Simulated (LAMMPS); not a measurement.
MD of Cu (fcc) at zero pressure, 4000 atoms, as a liquid; each row is its own run.

Computed with classical MD, pair style eam/alloy, file CuNi.eam.alloy (LAMMPS).

```csv
T (K),D(Cu) (cm²/s)
950,8.89e-6
1220,2.34e-5
1360,3.34e-5
1490,4.44e-5
1900,7.42e-5
```

Question: Fit an Arrhenius law, ln y = a + b / x, to these rows (x is the first column, y the second) and predict the run at x = 1700.

Answer: Least squares gives a = -7.3294 and b = -4069. The slope times kB gives an activation energy of 0.35 eV. At x = 1700 the fit predicts 5.99e-5 cm²/s. The run itself gave (5.6 ± 0.1) × 10^-5 cm²/s, so the fit is 7.2 % high.

Caution (rows 950; 1220): this liquid lies under the melting point of about 1290 K that EAM-type CuNi.eam.alloy gives, so it is undercooled.

Errors of D are the spread over four groups of atoms in one short run; a floor of about 5 %, a picked value, is safer.
